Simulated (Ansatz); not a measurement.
## GaP under load (space group F-43m): band-edge transport data

Here is the system:

```
CELL_PARAMETERS angstrom
      0.00000     2.70490     2.70490
      2.70490     0.00000     2.70490
      2.70490     2.70490     0.00000
ATOMIC_POSITIONS crystal
  Ga 0.00000 0.00000 0.00000
  P  0.25000 0.25000 0.25000
```

Calculation: r2SCAN with spin-orbit coupling, rigid bands (plane waves, PAW; Ansatz, a program for electronic structure). Condition of this run: hydrostatic pressure of 1.4 GPa (compression positive) (the target of the relaxation). Geometry: cell and atoms relaxed with PBEsol, then loaded as said.

- band gap: 1.78 eV
- electron conductivity mass (300 K, dilute): 0.34 mₑ
- hole conductivity mass (300 K, dilute): 0.47 mₑ
- effective density of states N_c (300 K): 3.9e19 cm⁻³
- effective density of states N_v (300 K): 2.2e19 cm⁻³
- density-of-states mass, electrons: 1.35 mₑ
- density-of-states mass, holes: 0.91 mₑ
- Seebeck coefficient, n-type 1e19 cm⁻³, 300 K: -328 μV/K
- best n-type power factor at 300 K for τ = 10 fs (best axis; densities from 1e16 to 1e21 cm⁻³ tried, whether or not they can be reached): 17.0 μW/(cm·K²) at 1e20 cm⁻³
- Seebeck coefficient, p-type 1e19 cm⁻³, 300 K: 316 μV/K
- best p-type power factor at 300 K for τ = 10 fs (best axis; densities from 1e16 to 1e21 cm⁻³ tried, whether or not they can be reached): 14.4 μW/(cm·K²) at 3e20 cm⁻³

Rigid bands; masses and Seebeck coefficients take one relaxation time τ for all states and one kind of carrier; polarons and phonon drag are left out. Geometry: cell and atoms relaxed with PBEsol.
